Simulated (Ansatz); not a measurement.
Functionals compared on the (20-23) surface of hcp Be in its 1x1 cell, outermost plane spacing 0.13 Å in the ideal cut, in Ansatz (plane waves, PAW). The structure was relaxed with PBE; the other rows are single points on it, each with its references at the same level. Cutoff 420 eV (500 eV for r2SCAN).

Model: 28-atom slab, 10.0 Å thick at the start (thin: gaps and levels are the slab's own), 17x4x1 mesh, Fermi-Dirac 0.1 eV, dipole correction, all atoms relaxed; held to the part of the start's symmetry that mesh and held atoms allow; no spin, no spin-orbit, no U. These notes are the PBE run's.

```csv
functional,surface energy (J/m²),work function of the top face (eV),rough cost of the single point
PBE,2.18,4.71,–
LDA,2.45,4.88,about 90 core-seconds (a rough figure)
PBEsol,2.35,4.76,roughly 90 core-seconds
RPBE,?,?,around 90 core-seconds (rough)
r2SCAN,2.25,4.72,around 2.4 core-minutes (rough)
```

Task: What belongs in the gaps?

Result: 
- RPBE, surface energy (J/m²): 2.03
- RPBE, work function of the top face (eV): 4.62

Ansatz is a quantum-chemistry and plane-wave program.
